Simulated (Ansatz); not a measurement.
InAs (Fm-3m, No. 225, 2 atoms in the cell; start mp-21391; a measured phase of this formula has another space group), treated with r²SCAN (PAW; Ansatz, a first-principles code).

Numerical settings: plane-wave cutoff 600 eV, 18×18×18 k mesh, Fermi–Dirac smearing 0.088 eV (set by the program), scalar-relativistic PAW data made under PBE.

Computed at the level's own relaxed cell.

Elastic tensor (GPa, Voigt notation, ions relaxed):

```
  146.6    34.0    34.0     0.0     0.0     0.0
   34.0   146.6    34.0     0.0     0.0     0.0
   34.0    34.0   146.6     0.0     0.0     0.0
    0.0     0.0     0.0    23.9     0.0     0.0
    0.0     0.0     0.0     0.0    23.9     0.0
    0.0     0.0     0.0     0.0     0.0    23.9
```

Worked from these constants: the tetragonal shear constant is C′ = (C11 − C12)/2 = 56.3 GPa against C44 = 23.9 GPa, so the C44 shear is the softer. The Zener ratio C44/C′ is 0.42 (1 for an isotropic solid), and the Cauchy pressure C12 − C44 is 10.1 GPa. With C11 + 2C12 = 214.6 GPa all three Born conditions hold; they don't test modes at the zone boundary.

Note: the relaxation could not lower the start's symmetry, so the cell can be a saddle point above a distorted one.

Computed values are for the static lattice.

A start named mp-… is a Materials Project structure, which need not be a measured phase.
